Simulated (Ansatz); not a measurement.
The starting structures come from a database of crystals and need not be the phases stable at ambient conditions.

```yaml
crystal:
  lattice:
    - [3.93022, 0.00000, 0.00000]
    - [-1.96511, 6.51678, 0.00000]
    - [1.96511, 0.59257, 3.35169]
  atoms:
    - { symbol: Ga, position: [0.99511, 0.99267, 0.00244] }
    - { symbol: Ga, position: [0.00499, 0.50748, 0.49751] }
    - { symbol: P, position: [0.25005, 0.87507, 0.37498] }
    - { symbol: As, position: [0.24986, 0.37479, 0.87507] }
```

Space group of this cell: R3m. The cell is taken as given.

The current runs along the normal of the first two printed vectors, the (101) plane. All runs by Ansatz (a first-principles code), plane waves and PAW, without spin-orbit coupling; the base is r2SCAN.

```
run                         mean pressure (GPa)  gap (eV)  mid-gap κ (1/Å)
--------------------------  -------------------  --------  ---------------
base                                        0.0      1.46            0.089
all lengths scaled by 0.98                  5.6       ___              ___
lda in place of r2scan                     -2.5       ___              ___
pbesol in place of r2scan                  -0.4       ___              ___
```

### Question
Some entries are withheld; supply them.

### Answer

- all lengths scaled by 0.98, gap (eV): 1.58
- all lengths scaled by 0.98, mid-gap κ (1/Å): 0.107
- lda in place of r2scan, gap (eV): 0.80
- lda in place of r2scan, mid-gap κ (1/Å): 0.051
- pbesol in place of r2scan, gap (eV): 0.93
- pbesol in place of r2scan, mid-gap κ (1/Å): 0.060
